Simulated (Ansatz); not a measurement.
Functionals side by side, with their cost (level): Cs2RbAlBr6 (Fm-3m, 10 atoms in the cell)

Cell: a = 8.3169 Å, b = 8.3169 Å, c = 8.3169 Å, α = 60.00°, β = 60.00°, γ = 60.00°.

Program: Ansatz (a program for electronic structure), default PAW files made with PBE; each row names its functional.

Base settings: basis.ecutwfc = 420 eV; kpoints.mp_grid.grid = 2 2 2; hamiltonian.xc = hse06; hamiltonian.pseudopotentials = {kind: paw} (the program's default PAW files); scf.occupations.method = fixed.

Differences are taken from HSE06, a reference of convenience: it is no measurement, and no ranking of the functionals follows.

Core times come from one kind of shared machine and are given to one figure; runs under 30 s give none.

The starting cell comes from a database of computed structures (which also holds hypothetical and non-ambient phases and stackings), without a prior relaxation at this level. Its lattice was rescaled by a random factor within 2.5 % of one. Ansatz's pressure includes its estimate of the finite-basis (Pulay) stress.

```tsv
level	gap on the mesh less reference (eV)	pressure less reference (GPa)	largest difference in the force on any atom (eV/Å)	core time / reference (rough)
PBEsol	-1.251	-0.50	0.049	–
PBE0	0.729	-0.02	0.001	1.0
HSE06	0.000	0.00	0.000	1
```

Keys are those of Ansatz 0.2.
